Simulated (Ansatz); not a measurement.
We consider Be (model structure, Fm-3m, No. 225, 1 atom in the cell), described by LDA in Ansatz (PAW).

Run with plane-wave cutoff 520 eV, 30×30×30 k mesh, Fermi–Dirac smearing 0.05 eV, scalar-relativistic PAW data made under PBE.

Cell (relaxed at this level):

```
CELL_PARAMETERS angstrom
      0.00000     1.55334     1.55334
      1.55334     0.00000     1.55334
      1.55334     1.55334     0.00000
ATOMIC_POSITIONS crystal
  Be 0.00000 0.00000 0.00000
```

Give the computed bulk modulus.


bulk modulus: 132 GPa

The run finds no gap.

Note: the bulk modulus is −V dP/dV from two relaxed cells at ±2 % in volume; the relaxation could raise the start's symmetry but not lower it, so the cell can be a saddle point.

The computed numbers hold no vibrational or temperature effects.

The result took about 24 core-seconds (a rough figure).

A model structure was made by putting elements into a prototype or built by hand; it is no filed structure, need not be a known phase, and can be a saddle point held by its symmetry.

Ansatz is an electronic-structure program.
